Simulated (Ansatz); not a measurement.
**A computed series for CaF2: pressure series**

Consider CaF₂ in the fluorite structure (space group Fm-3m, No. 225; a = 5.5110 Å).

Cell and atoms are relaxed at each pressure.

Method: PBE (Ansatz, a program for electronic structure; PAW; 420 eV plane waves; spin-orbit coupling left out).

Notes on the quantities. enthalpy: H = E + PV relative to the base's energy.

| change | volume per atom | band gap | enthalpy | smallest direct gap |
|---|---|---|---|---|
| base | 13.95 Å³ | 7.14 eV | – | 7.39 eV |
| pressure −2 GPa | 14.33 Å³ | 6.98 eV | -0.18 eV/atom | 7.23 eV |
| pressure −1 GPa | (withheld) | (withheld) | -0.09 eV/atom | (withheld) |
| pressure 0.3 GPa | 13.89 Å³ | 7.16 eV | +0.03 eV/atom | 7.42 eV |
| pressure 0.7 GPa | 13.83 Å³ | 7.19 eV | +0.06 eV/atom | 7.45 eV |
| pressure 1.5 GPa | 13.69 Å³ | 7.25 eV | +0.13 eV/atom | 7.50 eV |
| pressure 3 GPa | 13.46 Å³ | 7.35 eV | +0.26 eV/atom | 7.61 eV |
| pressure 5 GPa | 13.18 Å³ | 7.48 eV | +0.42 eV/atom | 7.74 eV |
| pressure 7.5 GPa | 12.87 Å³ | 7.63 eV | +0.63 eV/atom | 7.89 eV |
| pressure 10 GPa | 12.59 Å³ | 7.77 eV | +0.82 eV/atom | 8.03 eV |

### Question
Complete the table.

### Answer

- pressure −1 GPa, volume per atom: 14.13 Å³
- pressure −1 GPa, band gap: 7.07 eV
- pressure −1 GPa, smallest direct gap: 7.31 eV

Load acts through the strain it causes; cell and atoms are relaxed under it. Stability against distortions was not tested. Competing high-pressure phases were not computed.
